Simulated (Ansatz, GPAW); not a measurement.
**One structure in several programs: HfGa3 (I4/mmm, 4 atoms in the cell)**

Self-consistent single point.

```yaml
crystal:
  lattice:
    - [-1.90136, 1.90136, 4.43784]
    - [1.90136, -1.90136, 4.43784]
    - [1.90136, 1.90136, -4.43784]
  atoms:
    - { symbol: Hf, position: [0.00000, 0.00000, 0.00000] }
    - { symbol: Ga, position: [0.50000, 0.50000, 0.00000] }
    - { symbol: Ga, position: [0.75000, 0.25000, 0.50000] }
    - { symbol: Ga, position: [0.25000, 0.75000, 0.50000] }
```

Shared settings, as Ansatz (a program for electronic structure) writes them: kpoints.mp_grid.grid = 4 4 4; scf.occupations.method = gaussian; scf.occupations.width = 0.0147 Ry. Potentials and cutoffs stand in the table.

```json
[
 {"code": "Ansatz", "model": "PBEsol, PAW files made with PBE", "pressure (GPa)": "3.71", "cutoff": "default"},
 {"code": "GPAW", "model": "PBEsol, GPAW PAW datasets PBEsol (made by gpaw-setup)", "pressure (GPa)": "5.07", "cutoff": "550 eV"}
]
```

On Ansatz's run: spin-orbit coupling is off.

The spread over the programs that give each value: pressure within 1.36 GPa.

Ansatz's pressure is given at a fixed set of plane waves, as the other plane-wave codes print theirs; with its correction for the finite basis it is 3.76 GPa.

On the base mesh (8 8 8) the same programs gave: Ansatz pressure 3.67 GPa; GPAW pressure 5.04 GPa.

The starting cell comes from a database of computed structures (which also holds hypothetical and non-ambient phases and stackings), without a prior relaxation at this level. Its lattice was rescaled by a random factor within 2.5 % of one.

Left out of this page: Elk (not drawn, or without a comparable value).

Keys are those of Ansatz 0.2.
